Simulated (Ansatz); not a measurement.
Consider W in the bcc (W type) structure (space group Im-3m, No. 229; a = 3.169 Å; relaxed with 0.1 eV smearing). Axes: x, y, z lie along the cube axes.

Computed with DFT with r2SCAN, PAW potentials and a 500 eV plane-wave cutoff in Ansatz (an electronic-structure program), no spin-orbit coupling.

Modification: strain tensor (xx, yy, zz, yz, xz, xy) = (+1.64, +2.25, +1.71, −0.62, −0.67, −0.33) %, atoms relaxed at fixed cell.

Q: Predict the new energy relative to the base.

A: The energy increases by 50 meV/atom.

Q: Predict the new stress.

A: The stress (xx, yy, zz, yz, xz, xy; compression positive) is (-15.0, -16.8, -15.3, 1.6, 1.7, 0.9) GPa.

No phonon test of stability was made. The final runs are not spin-polarised.
